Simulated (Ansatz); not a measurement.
GaP (F-43m), PBEsol with spin-orbit coupling, rigid bands in Ansatz (an electronic-structure program): Condition of this run: spin-orbit coupling switched on. band gap 1.43 eV, N_c = 3.95e19 cm⁻³ and N_v = 2.21e19 cm⁻³ at 300 K, conductivity masses of 0.345 mₑ (electrons) and 0.478 mₑ (holes). Take k_BT = 0.02585 eV.

A film of it is 2 nm thick. Estimate the confinement energies in an infinite well.

ħ²π²/(2m t²) = 0.376 eV·nm²/(m/mₑ × t²) gives 272 meV for electrons and 197 meV for holes, so the gap would widen to about 1.90 eV. Finite barriers and nonparabolic bands lower this, and with several valleys or bands the heaviest mass along the normal sets the lowest level, not this average.

Find the intrinsic carrier density and the intrinsic Fermi level.

n_i = √(N_c N_v) exp(−E_g/2k_BT) = 2.95e19 × exp(−27.66) = 2.9e7 cm⁻³. The level lies (k_BT/2) ln(N_v/N_c) = -8 meV from mid-gap (positive towards the conduction band). Each 0.1 eV added to the gap lowers n_i by a factor of 6.9.

What thermal injection velocity √(2k_BT/πm) limits a ballistic channel?

9.16e6 cm/s for electrons and 7.78e6 cm/s for holes, a ratio of √(m_h/m_e) = 1.18, for dilute carriers.

Rigid, parabolic bands with the computed gap; masses take one relaxation time for all states.
